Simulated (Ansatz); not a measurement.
Bond-angle distributions (per cent of the angles at each element, bins of 10°) of a relaxed model of amorphous In₉Ga₉Zn₉O₃₉Y₂ at 5.83 g/cm³. Calculation: PBE, scalar-relativistic without spin-orbit coupling (plane waves to 420 eV, PAW; Ansatz, an electronic-structure program).

Preparation: random packing, a CHGNet melt and quench, and a DFT relaxation. O atoms were pushed apart under 1.9 Å during the dynamics, to hinder bonds among them. The hot cell started wider than the set density and was brought back towards it in steps. It is the lowest in DFT energy of 2 quenches. It is a model cell: composition and starting density were chosen by hand, and all elements were melted together. No dispersion term was used. Its density started from a set value of 5.83 and ended at 5.83 g/cm³. Cooling (nominally 320 K/ps over its main leg) ran many orders faster than in experiment, which tends to leave more defects and strain. A cell of this size samples the disorder only roughly. The volume was held where the preparation left it and the shape relaxed, at a PBE pressure of 2.6 GPa. Stress components on the final sampling reach 2.7 GPa.

Neighbours within In-In 3.12 Å, In-Ga 2.90 Å, In-Zn 2.90 Å, In-O 2.76 Å, In-Y 3.43 Å, Ga-Ga 2.68 Å, Ga-Zn 2.68 Å, Ga-O 2.42 Å, Ga-Y 3.21 Å, Zn-Zn 2.68 Å, Zn-O 2.42 Å, Zn-Y 3.21 Å, O-O 1.58 Å, O-Y 2.82 Å, Y-Y 3.74 Å count as bonded. Two cations that share two anions don't count as bonded, nor two that share one unless they lie closer than In-In 3.04 Å, In-Ga 2.82 Å, In-Zn 2.82 Å, In-Y 3.34 Å, Ga-Ga 2.61 Å, Ga-Zn 2.61 Å, Ga-Y 3.12 Å, Zn-Zn 2.61 Å, Zn-Y 3.12 Å, Y-Y 3.64 Å.

```json
[
 {"angle (°)": "50-60", "at In": "0", "at Ga": "0", "at Zn": "0"},
 {"angle (°)": "60-70", "at In": "2", "at Ga": "0", "at Zn": "0"},
 {"angle (°)": "70-80", "at In": "19", "at Ga": "4", "at Zn": "8"},
 {"angle (°)": "80-90", "at In": "19", "at Ga": "19", "at Zn": "24"},
 {"angle (°)": "90-100", "at In": "17", "at Ga": "29", "at Zn": "17"},
 {"angle (°)": "100-110", "at In": "11", "at Ga": "7", "at Zn": "12"},
 {"angle (°)": "110-120", "at In": "6", "at Ga": "19", "at Zn": "13"},
 {"angle (°)": "120-130", "at In": "5", "at Ga": "10", "at Zn": "4"},
 {"angle (°)": "130-140", "at In": "2", "at Ga": "1", "at Zn": "7"},
 {"angle (°)": "140-150", "at In": "3", "at Ga": "4", "at Zn": "4"},
 {"angle (°)": "150-160", "at In": "5", "at Ga": "4", "at Zn": "4"},
 {"angle (°)": "160-170", "at In": "6", "at Ga": "0", "at Zn": "4"},
 {"angle (°)": "170-180", "at In": "3", "at Ga": "3", "at Zn": "1"}
]
```

They go with these counts of neighbours within the cut-offs, cation contacts included: In mean 5.9, most often 6; Ga mean 4.4, most often 4; Zn mean 4.6, most often 4.
